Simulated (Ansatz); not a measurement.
## AgBr, pressure series

Take AgBr in the rock salt structure (space group Fm-3m, No. 225) as the base.

```xyz
2
Lattice="0.0000 2.9204 2.9204 2.9204 0.0000 2.9204 2.9204 2.9204 0.0000" Properties=species:S:1:pos:R:3 pbc="T T T"
Br     0.0000     0.0000     0.0000
Ag     2.9204     2.9204     2.9204
```

Cell and atoms are relaxed at each pressure.

Method: Kohn–Sham DFT with the PBE functional, run in Ansatz (an electronic-structure program) with PAW and 420 eV plane waves, no spin-orbit coupling.

Candidates:
(a) pressure 30 GPa
(b) pressure 75 GPa
(c) pressure 50 GPa

Before the change:

The band gap comes out as 0.69 eV.

### Question
Order them by band gap, lowest first.

### Answer
(b) pressure 75 GPa (0.33 eV), (c) pressure 50 GPa (0.60 eV), (a) pressure 30 GPa (0.84 eV)

Load acts through the strain it causes; cell and atoms are relaxed under it. Stability against distortions was not tested. No other phases were tried under pressure.
